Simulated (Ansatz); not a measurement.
## monolayer SnSe: band-edge transport data

Here is the system:

```
CELL_PARAMETERS angstrom
      4.42111     0.00000     0.00000
      0.00000     4.52438     0.00000
      0.00000     0.00000    19.02253
ATOMIC_POSITIONS crystal
  Sn 0.75000 0.89594 0.57200
  Sn 0.25000 0.39594 0.42800
  Se 0.25000 0.47866 0.56937
  Se 0.75000 0.97866 0.43063
```

Calculation: PBE, rigid bands (plane waves, PAW, scalar-relativistic; Ansatz, a first-principles code). Condition of this run: biaxial strain +3 %. How the cell was made: cell and atoms relaxed with PBE, then loaded as said.

| Property | Value |
|---|---|
| band gap | 1.19 eV |
| electron conductivity mass (300 K, dilute) | 0.27 (x), 0.176 (y) mₑ |
| effective density of states N_c (300 K) | 4.7e12 cm⁻² |
| Seebeck coefficient, n-type 1.9e12 cm⁻², 300 K | -251 μV/K |

Rigid bands; masses and Seebeck coefficients take one relaxation time τ for all states and one kind of carrier; polarons and phonon drag are left out. Spin-orbit coupling is left out.
